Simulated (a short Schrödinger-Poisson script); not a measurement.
## Symmetric double-gate stack, SiO2 on p-type Si(111)

System: symmetric double-gate stack, SiO2 on p-type Si(111), at 300 K.

```
layer  material  thickness (nm)  Na (cm⁻³)
-----  --------  --------------  ---------
1          SiO2             2.9          -
2            Si              14       2e16
3          SiO2             2.9          -
```

The device is made up for the run: typed textbook-type constants, with dimensions and the other settings drawn at random. SiO2: permittivity 3.9, conduction-band edge (eV) 3.15, gap (eV) 9, electron mass (mₑ) 0.5. Si: permittivity 11.7, conduction-band edge (eV) 0, gap (eV) 1.124, Nv at 300 K (cm⁻³) 3.1e19.

Channel valleys (confinement mass, in-plane density-of-states mass, number): Δ6 0.258, 0.358, 6. At the gates, both at one voltage, the conduction-band edge of layer 1 lies 3.25 eV − eVg above the Fermi level of the channel. Gaps are held at their typed values at every temperature. Mesh 0.03 nm at interfaces.

From a short Schrödinger-Poisson script (our own, NumPy): 1D Poisson equation in equilibrium, electrons quantum, Hartree (BenDaniel-Duke, 12 states a valley, the channel's in-plane mass for all, wave functions free to enter the dielectric), parabolic valleys, classical holes, full ionisation, no traps, pinning or gate leakage.

| Vg (V) | electrons (cm⁻²) | C (μF/cm²) | Δ6 E0 (meV) | Δ6 E1 (meV) |
|---|---|---|---|---|
| -0.2 | 2.35e8 | < 0.003 | 309.4 | 329.8 |
| 0 | 2.33e11 | 0.793 | 131.5 | 150.5 |
| 0.2 | 1.87e12 | 1.59 | 80.2 | 92.2 |
| 0.4 | 4.00e12 | 1.79 | 62.2 | 69.1 |
| 0.6 | 6.30e12 | 1.89 | 50.9 | 55.0 |
| 0.8 | 8.71e12 | 1.96 | 42.3 | 44.9 |
| 1 | 1.12e13 | 2.00 | 35.3 | 37.0 |
| 1.2 | 1.37e13 | 2.03 | 29.3 | 30.5 |
| 1.4 | 1.63e13 | 2.06 | 24.1 | 25.0 |
| 1.6 | 1.88e13 | 2.08 | 19.5 | 20.1 |

Gate voltages with under 1e6 electrons/cm² are left out.

Subbands count from the Fermi level. The capacitance is that of both gates.
